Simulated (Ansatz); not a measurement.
Take LaSb in the rock salt structure (space group Fm-3m, No. 225; a = 6.453 Å) as the base. Axes: x, y, z lie along the cube axes.

Computed with PBEsol, PAW, 420 eV (Ansatz, an electronic-structure program; without spin-orbit coupling).

Base values:

| Quantity | Value |
|---|---|
| Shortest interatomic distance | 3.226 Å |
| Band gap | zero |

The change: a free-standing slab of 2 layers (4 atoms, 2 a layer) is cut normal to the z axis, with 15 Å of vacuum and the in-plane cell held at bulk.

Task: What does the calculation give for the excess energy per area of both faces after the change?

Result: The excess energy per area of both faces (slab less bulk energy over the cell's area: twice a surface energy) is 1.15 J/m² (uncertain by up to 0.03 J/m²).

Task: What happens to the shortest interatomic distance?

Result: The shortest interatomic distance drops by 0.058 Å to 3.168 Å.

Task: Predict the new band gap.

Result: The band gap remains zero.

The excess energy carries the mismatch between the slab's and the bulk's meshes. With Sb present, leaving out spin-orbit coupling can change the band edges. Stability against distortions was not tested. The final runs are not spin-polarised. The zero or small gap of LaSb can change with the level of theory.
